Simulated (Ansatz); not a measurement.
**How the equilibrium volume per atom of CdTe (model structure, started from the PtS type, P4₂/mmc, No. 131, 4 atoms in the cell) moves with the method**

No measured value is used here.

Task: Put these levels in order of the equilibrium volume per atom that they give for CdTe (model structure, started from the PtS type, P4₂/mmc, No. 131, 4 atoms in the cell), smallest first: PBE (Ansatz, a first-principles code), PBE-D3(BJ) (Ansatz), PBEsol (Ansatz).

Result: PBEsol (35.55 Å³/atom), PBE-D3(BJ) (35.90 Å³/atom), PBE (38.10 Å³/atom)

Ansatz's density-functional and Hartree–Fock values are scalar-relativistic unless marked +SOC, with PAW data made under PBE.

A model structure was made by putting elements into a prototype or built by hand; it is no filed structure, need not be a known phase, and can be a saddle point held by its symmetry.
